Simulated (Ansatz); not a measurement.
# BeTe: response to strain

Take BeTe in the zinc blende structure (space group F-43m, No. 216; a = 5.604 Å) as the base. Axes: x, y, z lie along the cube axes.

Strains are applied to the cell and any free atomic positions relax; under biaxial strain the out-of-plane vector relaxes too.

All numbers come from Ansatz (a program for electronic structure), PBEsol, PAW, cutoff 420 eV, scalar-relativistic without spin-orbit coupling.

Notes on the quantities. energy relative to the base: free energy F; pressure: mean of the normal stresses, compression positive.

```tsv
change	energy relative to the base	out-of-plane strain	band gap	pressure
base	0 meV/atom	–	1.84 eV	0.01 GPa
biaxial strain −2.50 %, plane normal [111], relaxed out of plane	+13 meV/atom	+1.07 %	1.58 eV	2.65 GPa
biaxial strain −1.67 %, plane normal [111], relaxed out of plane	+5.7 meV/atom	+0.72 %	1.68 eV	1.71 GPa
biaxial strain −0.83 %, plane normal [111], relaxed out of plane	+1.4 meV/atom	+0.35 %	1.76 eV	0.83 GPa
biaxial strain −0.42 %, plane normal [111], relaxed out of plane	+0.4 meV/atom	+0.18 %	1.80 eV	0.42 GPa
biaxial strain +0.42 %, plane normal [111], relaxed out of plane	[?]	[?]	[?]	[?]
biaxial strain +0.83 %, plane normal [111], relaxed out of plane	+1.3 meV/atom	-0.34 %	1.80 eV	-0.76 GPa
biaxial strain +1.25 %, plane normal [111], relaxed out of plane	+3.0 meV/atom	-0.51 %	1.79 eV	-1.13 GPa
biaxial strain +1.67 %, plane normal [111], relaxed out of plane	+5.3 meV/atom	-0.68 %	1.77 eV	-1.49 GPa
biaxial strain +2.08 %, plane normal [111], relaxed out of plane	+8.1 meV/atom	-0.84 %	1.75 eV	-1.82 GPa
```

Q: Fill in the withheld entries from the trend.

A: 
- biaxial strain +0.42 %, plane normal [111], relaxed out of plane, energy relative to the base: +0.3 meV/atom
- biaxial strain +0.42 %, plane normal [111], relaxed out of plane, out-of-plane strain: -0.16 %
- biaxial strain +0.42 %, plane normal [111], relaxed out of plane, band gap: 1.82 eV
- biaxial strain +0.42 %, plane normal [111], relaxed out of plane, pressure: -0.39 GPa

With Te present, leaving out spin-orbit coupling can change the band edges. Stability against distortions was not tested.
